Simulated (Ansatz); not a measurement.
**Pressure series in ZrTiO4**

Consider ZrTiO$_{4}$ (space group P2_12_12, No. 18; a = 4.7252 Å, b = 5.0757 Å, c = 5.6277 Å; a cell from a computed database, its experimental status unchecked).

Cell and atoms are relaxed at each pressure.

The values are results of PBEsol (Ansatz, an electronic-structure program; PAW; 420 eV plane waves; scalar-relativistic without spin-orbit coupling), not measurements.

Computed cases, in order: pressure −2 GPa; pressure −1 GPa; 0 GPa (base); pressure 0.7 GPa; pressure 3 GPa; pressure 10 GPa.

Question: Between which two neighbouring cases does the gap turn between direct and indirect?

Answer: Between pressure 3 GPa (2.85 eV, direct at Γ) and pressure 10 GPa (2.90 eV, indirect, Y–Γ (40 % along) → Γ). The whole series: pressure −2 GPa: 2.74 eV, direct at Γ; pressure −1 GPa: 2.76 eV, direct at Γ; 0 GPa (base): 2.78 eV, direct at Γ; pressure 0.7 GPa: 2.80 eV, direct at Γ; pressure 3 GPa: 2.85 eV, direct at Γ; pressure 10 GPa: 2.90 eV, indirect, Y–Γ (40 % along) → Γ.

Load acts through the strain it causes; cell and atoms are relaxed under it. Stability against distortions was not tested. No other phases were tried under pressure. All final runs are without spin polarisation.
